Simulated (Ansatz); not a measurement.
Worked example: self-consistent single point of MgZnCu (P1, 6 atoms in the cell) in Ansatz (a quantum-chemistry and plane-wave program).

Method: LDA (PW92), PAW files made with PBE (plane waves; Ansatz).

The change in words: atoms moved at random. Reference geometry:
```
MgZnCu
1.0
   -2.53499     2.56596     3.58238
    2.53499    -2.56596     3.58238
    2.53499     2.56596    -3.58238
Mg Zn Cu
2 2 2
Direct
  0.12315   0.87315   0.25000
  0.87685   0.12685   0.75000
  0.50000   0.50000   0.50000
  0.50000   0.00000   0.00000
  0.50000   0.50000   0.00000
  0.00000   0.50000   0.50000
```

Reference input (self-consistent single point, DFT, LDA (PW92), plane waves, PAW files made with PBE): kpoints.mp_grid.grid = 5 5 5; hamiltonian.xc = lda; hamiltonian.pseudopotentials = {kind: paw} (an earlier, softer set of the program's PAW files); scf.occupations.method = fermi_dirac; scf.occupations.width = 0.0073 Ry. This run's input differs from it in these lines:

Ansatz 0.2 input:
```diff
@@ -7,8 +7,8 @@
   atoms:
-    - { symbol: Mg, position: [0.123150, 0.873150, 0.250000] }
-    - { symbol: Mg, position: [0.876850, 0.126850, 0.750000] }
-    - { symbol: Zn, position: [0.500000, 0.500000, 0.500000] }
-    - { symbol: Zn, position: [0.500000, 0.000000, 0.000000] }
-    - { symbol: Cu, position: [0.500000, 0.500000, 0.000000] }
-    - { symbol: Cu, position: [0.000000, 0.500000, 0.500000] }
+    - { symbol: Mg, position: [0.116991, 0.883857, 0.256447] }
+    - { symbol: Mg, position: [0.877323, 0.115131, 0.740214] }
+    - { symbol: Zn, position: [0.502297, 0.510420, 0.496228] }
+    - { symbol: Zn, position: [0.489327, -0.009412, -0.015732] }
+    - { symbol: Cu, position: [0.505934, 0.510128, 0.018337] }
+    - { symbol: Cu, position: [0.008129, 0.489875, 0.504505] }
 kpoints:
```

Output (repeated stretches shortened):

```
SCF iter   1: F=—  HF=-23417.959415 eV  |F-HF|=—  |Δ(HF+E_count)|=         —  Δρ=4.12e-1  dr2=1.18e2  ethr=3.10e-3  ⟨swp⟩=8.3  Hψ=13667  notcnv=0  defer=24
all-band conjugate gradients solve this SCF's bands
preconditioner: auto → Kerker (q_TF=auto, 2.671 Å⁻¹)
SCF iter   2: F=—  HF=-23410.728466 eV  |F-HF|=—  |Δ(HF+E_count)|=    7.23e0  Δρ=1.72e-1  dr2=2.33e1  ethr=3.10e-3  ⟨swp⟩=2.1  Hψ=6755  notcnv=0  defer=58
   [... lines left out ...]
SCF iter   9: F=—  HF=-23408.241767 eV  |F-HF|=—  |Δ(HF+E_count)|=   3.00e-5  Δρ=3.78e-4  dr2=8.39e-5  ethr=2.40e-7  ⟨swp⟩=2.0  Hψ=5600  notcnv=0  defer=132
SCF iter  10: F=—  HF=-23408.241743 eV  |F-HF|=—  |Δ(HF+E_count)|=   2.36e-5  Δρ=6.08e-5  dr2=2.72e-6  ethr=1.02e-7  ⟨swp⟩=2.6  Hψ=5114  notcnv=0  defer=132
SCF iter  11: F=—  HF=-23408.241743 eV  |F-HF|=—  |Δ(HF+E_count)|=   1.26e-7  Δρ=1.86e-5  dr2=2.68e-7  ethr=3.31e-9  ⟨swp⟩=2.0  Hψ=5197  notcnv=0  defer=132
SCF iter  12: F=-23408.241743 eV  HF=-23408.241743 eV  |F-HF|=7.90e-8  |Δ(HF+E_count)|=   2.82e-8  Δρ=8.57e-6  dr2=5.40e-8  ethr=1.22e-10  ⟨swp⟩=10.4  Hψ=14166  notcnv=0
SCF 1 converged in 12 iterations: F = -23408.241743 eV  dr2 = 5.40e-8
Free energy (F): -23408.241743 eV
Internal energy: -23408.193909 eV  (E = F + TS)
E sigma→0 (E₀):  -23408.217826 eV
Entropy (-TS):   -0.047835 eV (-7.972 meV/atom)
Fermi energy:    10.420595 eV
--- Forces (eV/Å), atoms counted from 1 ---
  atom   1  Mg    -0.21386116     0.06487777     0.01729879
  atom   2  Mg     0.23761340    -0.05024859     0.06344015
  atom   3  Zn    -0.09319336     0.19367940    -0.28211764
  atom   4  Zn     0.30226498     0.17766361     0.13134149
  atom   5  Cu    -0.25366338    -0.16883847     0.14648328
  atom   6  Cu     0.02082646    -0.21713723    -0.07644538
--- Stress (GPa, compression-positive) ---
       -7.186750       0.114004      -0.544260
        0.114004      -8.272169      -0.204853
       -0.544260      -0.204853      -8.024326
  P = ⅓ Tr σ = -7.8277 GPa (-78.277 kbar)
  The stress holds the Pulay correction. Without it, at fixed plane waves, as pw.x and ABINIT print it: P = -7.8704 GPa
```

The run converged in 12 iterations. Against the reference run the free energy rises by 8.7 meV/atom, the pressure goes from -8.14 to -7.83 GPa and the largest force goes from 0.035 to 0.374 eV/Å.

The starting cell comes from a database of computed structures (which also holds hypothetical and non-ambient phases and stackings), without a prior relaxation at this level. Its lattice was rescaled by a random factor within 2.5 % of one. For this run, on top of that: atoms moved at random. Spin polarisation is off. With a pressure of about -8 GPa the cell is away from its equilibrium volume at this level. Ansatz's pressure includes its estimate of the finite-basis (Pulay) stress.
